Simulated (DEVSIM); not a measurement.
Device: illuminated Si n-on-p cell, one wavelength, with a back-surface field, at 250 K.

| layer (left to right) | material | thickness (μm) | Nd (cm⁻³) | Na (cm⁻³) | τn (s) | τp (s) | absorption coefficient (cm⁻¹) |
|---|---|---|---|---|---|---|---|
| 1 | Si | 0.0910 | 7.6e17 | - | 8.7e-6 | 2.2e-6 | 1400 |
| 2 | Si | 130 | - | 1.3e15 | 1.7e-5 | 1.7e-5 | 1400 |
| 3 | Si | 0.120 | - | 1.3e18 | 1.7e-5 | 1.7e-5 | 1400 |

Left contact: ohmic, minority hole recombination velocity 6e6 cm/s. Right contact: ohmic, minority electron recombination velocity 2e6 cm/s. Voltage is applied to the left contact. Recombination: SRH at mid-gap, radiative, Auger. Light enters at the left, 2.9e16 photons cm⁻² s⁻¹, one pass, no reflection. Mobility is μmin + (μ − μmin)/(1 + (N/Nref)^α).

The device is made up for the run: typed textbook-type constants, with dimensions and the other settings drawn at random. Values at 300 K; Nc and Nv go as T^1.5, mobilities as T to minus their exponent, the gap by Varshni's rule with the affinity fixed.

```csv
parameter,Si
gap (eV),1.124
affinity (eV),4.05
permittivity,11.7
Nc (cm⁻³),2.86e19
Nv (cm⁻³),3.1e19
μn (cm²/Vs),1417
μp (cm²/Vs),470
"μn,min",52
"μp,min",45
"Nref,n",9.7e16
"Nref,p",2.2e17
αn,0.68
αp,0.72
T exponent of μn,2.3
T exponent of μp,2.2
B (cm³/s),4.7e-15
Cn (cm⁶/s),2.8e-31
Cp (cm⁶/s),9.9e-32
Varshni α (eV/K),0.000473
Varshni β (K),636
```

DEVSIM, 1D drift-diffusion, Boltzmann statistics, complete ionisation; no tunnelling, impact ionisation, image-force lowering or self-heating.

Base results: dark forward voltage at 1 A/cm² (V) 0.756; potential step across the device at zero bias (V) 1.001; largest power (mW/cm²) 2.39; share of generated pairs collected at short circuit 0.980.

Problem. What follows from this one change: thickness of layer 2 130 → 46 μm?

Solution. dark forward voltage at 1 A/cm² 0.756 → 0.747 V; potential step across the device at zero bias little changed (1.001 V); largest power 2.39 → 2.43 mW/cm²; share of generated pairs collected at short circuit little changed (0.985).

Problem. What follows from this one change: recombination velocity at the right contact 2e+06 → 100 cm/s?

Solution. dark forward voltage at 1 A/cm² 0.756 → 0.772 V; potential step across the device at zero bias little changed (1.001 V); largest power 2.39 → 2.44 mW/cm²; share of generated pairs collected at short circuit little changed (0.985).

Problem. What follows from this one change: doping Na of layer 3 1.3e+18 → 3.9e+18 cm^-3?

Solution. dark forward voltage at 1 A/cm² 0.756 → 0.765 V; potential step across the device at zero bias 1.001 → 1.025 V; largest power little changed (2.42 mW/cm²); share of generated pairs collected at short circuit little changed (0.984).
